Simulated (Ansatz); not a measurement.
# Input and output of a self-consistent single point for SnSe2 (P-3m1, 3 atoms in the cell) (Ansatz)

Method of the run: LDA (PW92), default PAW files made with PBE (plane waves; Ansatz, a first-principles code).

Input as run:

Ansatz 0.2 input:
```yaml
crystal:
  lattice:
    - [1.89928500, -3.28965800, 0.00000000]
    - [1.89928500, 3.28965800, 0.00000000]
    - [0.00000000, 0.00000000, 6.12158000]
  atoms:
    - { symbol: Sn, position_ang: [0.00000000, 0.00000000, 0.00000000] }
    - { symbol: Se, position_ang: [1.89928500, 1.09655269, 1.53039500] }
    - { symbol: Se, position_ang: [1.89928500, -1.09655269, 4.59118500] }
basis:
  ecutwfc: 420.0
kpoints:
  mp_grid: { grid: [8, 8, 4] }
hamiltonian:
  xc: lda
  pseudopotentials: { kind: paw }
scf:
  occupations: { method: fermi_dirac, width: 0.05 }
output:
  forces: true
  eigenvalues: true
  stress: true
```

The program printed (abridged):

```
WARN ansatz: RAYON_NUM_THREADS=1 ignored (pool sized by the plan → 1); use --threads N
Pseudopotentials: kind: paw
Pseudopotential: Sn, paw, valence charge 14
Pseudopotential: Se, paw, valence charge 16
Crystal: 3 atoms, lattice volume = 76.495 Å³
Basis set: ecut = 420 eV, 1485 PW (Γ)
Bands: 28, of which v1, the nominal top of the filled ones, is band 23 counted from 1 (22 counted from 0)
Symmetry: 12 space group operations
Space group: P-3m1 (ITA 164), of the structure as read, at distance tolerance 4.2e-5 Å
k-points: 35 of 256
PAW frozen core: Sn, regenerated for the run's functional, and the local potential with it
PAW frozen core: Se, regenerated for the run's functional, and the local potential with it
Initial density: superposition of atomic densities (neutral atoms: chi_scale 0, normalization atom), corrected by the library's trained network
Initial wavefunctions: pseudopotential atomic-orbital guess
Eigensolver: davidson
Functional: x = slater, c = lda
SCF iter   1: F=—  HF=-16647.000385 eV  |F-HF|=—  |Δ(HF+E_count)|=         —  Δρ=5.41e-3  dr2=9.99e-3  ethr=1.77e-3  ⟨swp⟩=6.3  Hψ=4365  notcnv=0
all-band conjugate gradients solve this SCF's bands
preconditioner: auto → Resta (q_TF=auto, 2.507 Å⁻¹)
SCF iter   2: F=—  HF=-16646.995075 eV  |F-HF|=—  |Δ(HF+E_count)|=   5.31e-3  Δρ=2.68e-3  dr2=2.54e-3  ethr=2.17e-5  ⟨swp⟩=2.0  Hψ=1867  notcnv=0  defer=5
SCF iter   3: F=—  HF=-16646.994405 eV  |F-HF|=—  |Δ(HF+E_count)|=   6.70e-4  Δρ=3.99e-4  dr2=1.13e-4  ethr=5.53e-6  ⟨swp⟩=2.0  Hψ=1137  notcnv=0  defer=5
SCF iter   4: F=—  HF=-16646.994395 eV  |F-HF|=—  |Δ(HF+E_count)|=   1.01e-5  Δρ=1.16e-4  dr2=1.93e-5  ethr=2.46e-7  ⟨swp⟩=2.0  Hψ=1767  notcnv=0  defer=5
SCF iter   5: F=—  HF=-16646.994386 eV  |F-HF|=—  |Δ(HF+E_count)|=   9.06e-6  Δρ=2.78e-5  dr2=1.02e-6  ethr=4.20e-8  ⟨swp⟩=2.0  Hψ=1767  notcnv=0  defer=5
SCF iter   6: F=—  HF=-16646.994386 eV  |F-HF|=—  |Δ(HF+E_count)|=   1.01e-7  Δρ=1.38e-5  dr2=1.72e-7  ethr=2.22e-9  ⟨swp⟩=2.2  Hψ=1558  notcnv=0  defer=5
SCF iter   7: F=-16646.994386 eV  HF=-16646.994386 eV  |F-HF|=2.82e-9  |Δ(HF+E_count)|=   5.30e-8  Δρ=2.72e-6  dr2=6.96e-9  ethr=2.17e-10  ⟨swp⟩=6.1  Hψ=3639  notcnv=0
SCF 1 converged in 7 iterations: F = -16646.994386 eV  dr2 = 6.96e-9
SCF converged after 7 iterations
Free energy (F): -16646.994386 eV
Harris-Foulkes:  -16646.994386 eV  (|F-HF|=2.82e-9)
Internal energy: -16646.994312 eV  (E = F + TS)
E sigma→0 (E₀):  -16646.994349 eV
Entropy (-TS):   -0.000074 eV (-0.025 meV/atom)
Fermi energy:    8.308675 eV
--- Per-component energies (eV) ---
  E_band       = -869.702756
  E_kinetic    = 428.873199
  E_local      = -6088.613969  (includes V_loc(G=0)·N_el)
  E_nonlocal   = -1204.976209
  E_hartree    = 3112.874816
  E_xc         = -585.797348
  E_vxc        = -295.489717  (∫ρ·V_xc dr)
  E_paw        = -7653.363961  (= ΣΔE_a)
  E_vpaw       = 64.752297  (= ΣTr[D̂ρ^β])
  E_aug_tail   = -0.001241  (compensation charges beyond the density's cutoff)
  E_ewald      = -4660.849223
  E_core_change = 4.859623  (= ΣΔE_core)
  E_smearing   = -0.000074  (= −TS)
  E_closure    = -0.000000  (closes the sum)
  Σ components = -16646.994386   (vs F -16646.994386, Δ=0.00e0)
--- Forces (eV/Å), atoms counted from 1 ---
  atom   1  Sn    -0.00000000     0.00000000     0.00000000
  atom   2  Se    -0.00000000    -0.00000000     0.49841674
  atom   3  Se     0.00000000     0.00000000    -0.49841674
  max |Σ_I F_I| component: 1.39e-17 eV/Å
--- Stress (GPa, compression-positive) ---
        0.734771       0.000000      -0.000000
        0.000000       0.734771       0.000000
        0.000000       0.000000       2.150975
  P = ⅓ Tr σ = 1.2068 GPa (12.068 kbar)
  The stress holds the Pulay correction. Without it, at fixed plane waves, as pw.x and ABINIT print it: P = 1.1575 GPa
--- Band table (eV; the first three rows and the last of 35) ---
  k-point 0: bands = ["-39.0586", "-39.0586", "-39.0586", "-39.0586", "-39.0260", "-39.0260", "-39.0253", "-39.0253", "-39.0129", "-39.0127", "-13.2290", "-13.2290", "-13.1838", "-13.1695", "-13.1695", "-6.1600", "-4.3621", "1.7329", "7.2552", [...]
  k-point 1: bands = ["-39.0586", "-39.0586", "-39.0586", "-39.0586", "-39.0259", "-39.0259", "-39.0254", "-39.0254", "-39.0129", "-39.0127", "-13.2290", "-13.2290", "-13.1837", "-13.1695", "-13.1695", "-6.0791", "-4.5336", "2.1495", "6.7021", [...]
  k-point 2: bands = ["-39.0586", "-39.0586", "-39.0586", "-39.0586", "-39.0258", "-39.0258", "-39.0255", "-39.0255", "-39.0129", "-39.0128", "-13.2290", "-13.2290", "-13.1836", "-13.1696", "-13.1696", "-5.9810", "-4.7165", "2.6788", "5.7972", [...]
  k-point 34: bands = ["-39.0584", "-39.0583", "-39.0581", "-39.0581", "-39.0259", "-39.0258", "-39.0258", "-39.0257", "-39.0125", "-39.0125", "-13.2662", "-13.2361", "-13.1766", "-13.1595", "-13.1473", "-4.1087", "-3.9241", "0.4244", "3.4464", [...]
```

The run converged in 7 iterations.

The starting cell has typed, rounded lattice constants, without a prior relaxation at this level. Its lattice was rescaled by up to half a per cent. Ansatz's pressure includes its estimate of the finite-basis (Pulay) stress.
